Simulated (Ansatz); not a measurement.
The reference is CdS in the wurtzite structure (space group P6_3mc, No. 186).

```yaml
crystal:
  lattice:
    - [4.16433, 0.00000, 0.00000]
    - [-2.08216, 3.60641, 0.00000]
    - [0.00000, 0.00000, 6.76883]
  atoms:
    - { symbol: Cd, position: [0.66667, 0.33333, 0.00098] }
    - { symbol: Cd, position: [0.33333, 0.66667, 0.50098] }
    - { symbol: S, position: [0.66667, 0.33333, 0.62422] }
    - { symbol: S, position: [0.33333, 0.66667, 0.12422] }
```

Cartesian axes are those of the cell as printed.

Calculations: r2SCAN (Ansatz, a program for electronic structure, PAW, no SOC), earlier PAW set.

Base values:

| Property | Value |
|---|---|
| Shortest interatomic distance | 2.545 Å |

Now apply this change: tensor shear ε_xy = −1.84 % (engineering shear γ = -0.0368), atoms relaxed at fixed cell.

Problem. What happens to the energy relative to the base?

Solution. The energy rises by 1.7 meV/atom.

Problem. How does this affect the stress?

Solution. The stress (xx, yy, zz, yz, xz, xy; compression positive) amounts to (-0.04, 0.01, -0.04, 0.00, 0.00, 0.59) GPa.

Problem. How does this affect the shortest interatomic distance?

Solution. The shortest interatomic distance shrinks by 0.002 Å (2.545 Å → 2.543 Å).

The cells carry an imposed strain or load. Whether these cells are dynamically stable was not tested.
